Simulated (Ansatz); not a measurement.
**Ta2Si (I4/mcm, No. 140, 6 atoms in the cell; start mp-2783)**

Method: LDA (Ansatz, a quantum-chemistry and plane-wave program, PAW).

Settings: plane-wave cutoff 520 eV, 14×14×14 k mesh, Fermi–Dirac smearing 0.05 eV, scalar-relativistic PAW data made under PBE.

Cell (relaxed at this level):

```xyz
6
Lattice="-3.0449 3.0449 2.5077 3.0449 -3.0449 2.5077 3.0449 3.0449 -2.5077" Properties=species:S:1:pos:R:3 pbc="T T T"
Ta     2.0529     0.9920     2.5077
Ta     0.9920     2.0529     0.0000
Ta    -0.9920     2.0529     2.5077
Ta     4.0369     0.9920     0.0000
Si     0.0000     0.0000     1.2538
Si     0.0000     0.0000     3.7615
```

```yaml
band_gap: none
bulk modulus B0: 236 GPa
```

Note: the relaxation could not lower the start's symmetry, so the cell can be a saddle point above a distorted one; the bulk modulus is −V dP/dV from two relaxed cells at ±2 % in volume.

Spin–orbit coupling is not included; it can open a gap where bands touch, and shift volumes and moduli.

Computed values are for the static lattice.

Cost on a shared machine: roughly 6 core-minutes.

A start named mp-… is a Materials Project structure, which need not be a measured phase.
